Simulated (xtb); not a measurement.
xtb 6.7.1, GFN1-xTB: CB(C)N(C)[Si](O)(O)O, 21 atoms. The geometry is a generated start, not checked to be a minimum at this level.

* **run flags**: --grad
* **method**: GFN1-xTB
* **--acc**: 1 (default)
* **--etemp (K)**: 300 (default)
* **basis functions**: 66
* **valence electrons**: 54

```xyz
21

Si     1.6909     0.5378    -0.1365
O      2.9228    -0.5024    -0.3299
O      1.8109     1.3780     1.2580
O      1.8092     1.6262    -1.3360
N      0.2397    -0.4384    -0.1883
C      0.3659    -1.8147    -0.6669
B     -1.0411     0.0179     0.1800
C     -2.2890    -0.9669     0.1356
C     -1.3021     1.5157     0.6501
H      3.7577    -0.1580    -0.6371
H      1.6251     0.9512     2.0895
H      1.2195     2.3750    -1.3434
H      1.3900    -2.0165    -0.9677
H      0.0898    -2.5181     0.1220
H     -0.2933    -1.9765    -1.5219
H     -3.1921    -0.5128     0.5380
H     -2.5108    -1.2716    -0.8865
H     -2.1093    -1.8848     0.6933
H     -0.4536     2.1833     0.5439
H     -2.1378     1.9500     0.1039
H     -1.5924     1.5255     1.6999
```

One run each on 1 thread. Values of broydamp tried: 0.02, 0.05, 0.1, 0.2, 0.4 (default), 0.6, 0.8, 1.

### Question
Predict the course of the SCC iterations along this series.

### Answer
Fewest SCC iterations, within one of each other: 0.2 with 12, 0.4 (default) with 11, 0.6 with 11, 0.8 with 12. The count rises to 19 at 0.02. All converge to one solution.

```tsv
broydamp	SCC iterations	end
0.02	19	same solution
0.05	17	same solution
0.1	15	same solution
0.2	12	same solution
0.4 (default)	11	same solution
0.6	11	same solution
0.8	12	same solution
1	14	same solution
```
